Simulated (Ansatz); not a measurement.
Reference: ScIn3 (Pm-3m), PBEsol, DFPT electron-phonon coupling, linearised Boltzmann equation (plane waves, PAW, scalar-relativistic; Ansatz, a program for electronic structure); geometry: relaxed with this functional, without spin-orbit coupling.

```cif
data_In3Sc
_chemical_formula_sum 'Sc1 In3'
_space_group_name_H-M_alt 'P 1'
_space_group_IT_number 1
_cell_length_a 4.45311
_cell_length_b 4.45311
_cell_length_c 4.45311
_cell_angle_alpha 90.000
_cell_angle_beta 90.000
_cell_angle_gamma 90.000
loop_
_space_group_symop_operation_xyz
  'x, y, z'
loop_
_atom_site_label
_atom_site_type_symbol
_atom_site_fract_x
_atom_site_fract_y
_atom_site_fract_z
_atom_site_occupancy
Sc1 Sc 0.00000 0.00000 0.00000 1
In1 In 0.00000 0.50000 0.50000 1
In2 In 0.50000 0.00000 0.50000 1
In3 In 0.50000 0.50000 0.00000 1
```

- resistivity at 300 K: 14.1 μΩ·cm

Question: Swap In for Al, keeping the structure type. How do these values move?

Answer: ScAl3 (Pm-3m): volume per atom 22.1 to 16.9 Å³; resistivity at 300 K falls (14.1 μΩ·cm to 6.4 μΩ·cm).

Question: Swap Sc for La, keeping the structure type. How do these values move?

Answer: LaIn$_{3}$ (Pm-3m): volume per atom 22.1 to 26.1 Å³; resistivity at 300 K stays about the same (14.1 μΩ·cm to 15.8 μΩ·cm).

Question: Replace In by Ga on the same sites and relax. What happens?

Answer: ScGa3 (Pm-3m): volume per atom 22.1 to 16.6 Å³; resistivity at 300 K falls (14.1 μΩ·cm to 11.9 μΩ·cm).

Moves up to 14 % count as about the same. Metals; harmonic phonons alone scatter; means over directions. Halving the electron mesh moves these values by up to 10 %; q meshes are mostly untested. Spin-orbit coupling is left out.

Formula and space group known from diffraction (Crystallography Open Database), not checked to be the room-temperature form: ScGa3 (Pm-3m), ScIn3 (Pm-3m). Computed structure with no diffraction record at hand here (it may be known, metastable or hypothetical): ScAl3 (Pm-3m).
